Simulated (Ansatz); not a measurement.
## What isotropic strain +5.63 % does to Al2Pt

Base system: Al$_{2}$Pt (space group Fm-3m, No. 225; a = 5.9466 Å; relaxed with 0.1 eV smearing).

Modification: every lattice vector is stretched by 5.63 %; the atoms relax in the strained cell.

Method: plane-wave PAW DFT at the PBE level (Ansatz, a program for electronic structure, 420 eV), no spin-orbit coupling. Settings: 17×17×17 k-points, 0.1 eV Fermi–Dirac smearing.

| quantity | base | changed | shift |
|---|---|---|---|
| space group | Fm-3m (No. 225) | Fm-3m (No. 225) | – |
| shortest interatomic distance | 2.575 Å | 2.720 Å | +0.145 Å |
| energy relative to the base (free energy F) | 0 meV/atom | +166 meV/atom | +166 meV/atom |
| pressure | 0.0 GPa | -14.6 GPa | -14.54 GPa |
| band gap | zero | zero | – |

Final structure:

```xyz
3
Lattice="0.0000 3.1407 3.1407 3.1407 0.0000 3.1407 3.1407 3.1407 0.0000" Properties=species:S:1:pos:R:3 pbc="T T T"
Al     1.5704     1.5704     1.5704
Al     4.7111     4.7111     4.7111
Pt     0.0000     0.0000     0.0000
```

Cost of the whole job for the changed cell (relaxation, final SCF and bands): about 15 core-seconds (a rough figure).

No phonon test of stability was made. All final runs are without spin polarisation.
